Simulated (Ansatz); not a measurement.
# SrO: energy against strain

SrO (rock salt, Fm-3m, 16.801 Å³/atom at rest) under an equal strain ε in the (001) plane with the normal axis free, as in a coherent film. PBEsol in Ansatz, a plane-wave DFT program (PAW, default set), 420 eV, 11×11×11 Γ-centred mesh, Fermi-Dirac smearing 0.05 eV; ions are relaxed within the symmetry of each cell.

Here s stands for strain and y for E less E0.

```csv
strain (%),E less E0 (meV/atom)
-1.50,5.18
-1.00,2.25
-0.50,0.53
0.00,0.00
0.50,0.50
1.00,2.07
1.50,4.56
3.00,?
```

Task: Fit y against s with a parabola, and predict the withheld value at s = 3.00.

Result: Least squares gives y = -0.016 - 0.1607·s + 2.1719·s². Residuals (row less fit): 0.068, -0.067, -0.077, 0.016, 0.053, 0.075, -0.070; standard error 0.085 (degrees of freedom: 4). Twice the quadratic coefficient over the volume, 2 × 2.1719 meV × 10⁴ × 0.1602 / 16.801 Å³, is twice the biaxial elastic modulus of this plane = 414 ± 7 GPa. At the withheld row, y = -0.016 - 0.1607 × 3.0 + 2.1719 × 3.0² = 19.049 meV/atom. The calculation gives 17.17 meV/atom, 1.879 meV/atom below the prediction (10.9 % of the range of y in the table). The row lies outside the fitted rows, so this is an extrapolation. From the scatter of the fitted rows alone, a prediction at this place has a standard error of 0.323 meV/atom, so the miss is 5.8 times that.

One order more, fitted to all 13 runs of the series, follows each within 0.04, so the miss is the next term of a smooth law. Rows are the converged runs of the series near zero and its far end; series whose fitted rows scatter by over a few per cent of the range, as at a crossing or softening among them, aren't shown in this form. Most that stay on the fit to the last digits aren't either.
